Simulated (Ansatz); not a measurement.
The starting structures come from a database of crystals and need not be the phases stable at ambient conditions.

 Where the default PAW files enter, the runs use the earlier of Ansatz's two default sets.

Tunnelling through a barrier is set by its complex band structure: the current falls as exp(−2κd) with the smallest κ.

Given:

```xyz
15
Lattice="5.6435 0.0000 0.0000 -0.5102 5.9065 0.0000 -0.2551 2.9532 4.9131" Properties=species:S:1:pos:R:3 pbc="T T T"
Li     1.9450     2.0015     3.2324
Li     2.9331     6.8582     1.6807
Li     3.1882     3.9050     3.2324
Li     1.6900     4.9548     1.6807
Ca    -0.5102     5.9065     3.1640
Ca    -0.2551     2.9532     1.7491
Mg     0.0000     0.0000     0.0000
Si     3.2261     4.0061     0.0000
Si     1.9072     1.9004     0.0000
N      3.6837     2.2324     0.0000
N      1.4495     3.6741     0.0000
N      3.5463     7.8083     3.4925
N      1.3319     1.0515     1.4206
N      1.0768     4.0047     3.4925
N      3.8014     4.8550     1.4206
```

Space group of this cell: C2/m. The cell is taken as given; by r2SCAN its mean pressure is -3.0 GPa.

Transport runs along the normal of the first two printed cell vectors.

The gap is the functional's own. No spin-orbit coupling. Mid-gap values are interpolated on the energy grid.

Compute, with r2SCAN run with Ansatz (an electronic-structure program), the band gap and the smallest decay constant κ at mid-gap.

Gap 3.82 eV on a 6×6×6 mesh; κ = 0.340 1/Å, at the zone centre.
